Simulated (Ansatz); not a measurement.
## Habitual settings against a tight run: TePd₃ (I4/mmm, 4 atoms in the cell)

Self-consistent single point.

```
CELL_PARAMETERS angstrom
     -2.34580     2.34580     3.33469
      2.34580    -2.34580     3.33469
      2.34580     2.34580    -3.33469
ATOMIC_POSITIONS crystal
  Te 0.00000 0.00000 0.00000
  Pd 0.75000 0.25000 0.50000
  Pd 0.25000 0.75000 0.50000
  Pd 0.50000 0.50000 0.00000
```

Computed with LDA (PW92), default PAW files made with PBE (plane waves; Ansatz, an electronic-structure program).

Base settings: basis.ecutwfc = 420 eV; kpoints.mp_grid.grid = 13 13 13; hamiltonian.xc = lda; hamiltonian.pseudopotentials = {kind: paw} (the program's default PAW files); scf.occupations.method = cold; scf.occupations.width = 0.1 eV.

Tight run (finer mesh or higher cutoff; not a proven limit): basis.ecutwfc: 420 eV → 590 eV; kpoints.mp_grid.grid: 13 13 13 → 18 18 18; scf.convergence.dr2_threshold: default (1e-07 eV) → 1e-09 eV. It gave Fermi level (on the code's own zero) 16.10 eV; pressure -17.39 GPa.

Quick runs, as changes from the base:
- A: the base itself
- B: basis.ecutwfc: 420 eV → 210 eV; kpoints.mp_grid.grid: 13 13 13 → 2 2 2
- C: kpoints.mp_grid.grid: 13 13 13 → 4 4 4; scf.occupations.width: 0.1 eV → 0.2 eV; scf.convergence.dr2_threshold: default (1e-07 eV) → 0.001 eV
- D: basis.ecutwfc: 420 eV → 250 eV; kpoints.mp_grid.grid: 13 13 13 → 6 6 6; kpoints.mp_grid.shift: default → 0.5 0.5 0.5
- E: basis.ecutwfc: 420 eV → 335 eV; kpoints.mp_grid.grid: 13 13 13 → 2 2 2; scf.occupations.method: cold → gaussian; scf.occupations.width: 0.1 eV → 0.5 eV; kpoints.mp_grid.shift: default → 0.5 0.5 0.5
- F: basis.ecutwfc: 420 eV → 210 eV; kpoints.mp_grid.grid: 13 13 13 → 8 8 8

Energies are extrapolated to zero smearing width, which holds to low order in the width alone.

The count of work is k-points × plane waves × bands × iterations; it is no time. 

Pressures in the table are Ansatz's without its Pulay estimate, at a fixed set of plane waves; the tight run's value above holds the estimate.

The starting cell comes from a database of computed structures (which also holds hypothetical and non-ambient phases and stackings), without a prior relaxation at this level. Its lattice was rescaled by a random factor within 2.5 % of one. Spin polarisation is off. In the base run, with a pressure of about -17 GPa the cell is away from its equilibrium volume at this level.

| run | energy less tight (meV/atom) | pressure less tight (GPa) | count of work / tight |
|---|---|---|---|
| A | 0.2 | -0.03 | 0.18 |
| B | 7998.3 | -354.53 | 0.0016 |
| C | 9.0 | 0.27 | 0.0081 |
| D | 1583.0 | -93.48 | 0.014 |
| E | 71.2 | -1.38 | 0.0022 |
| F | 7576.7 | -335.49 | 0.024 |

Among the runs at the tight run's level, the energy misses run from 0.2 to 7998.3 meV/atom.

Keys are those of Ansatz 0.2.
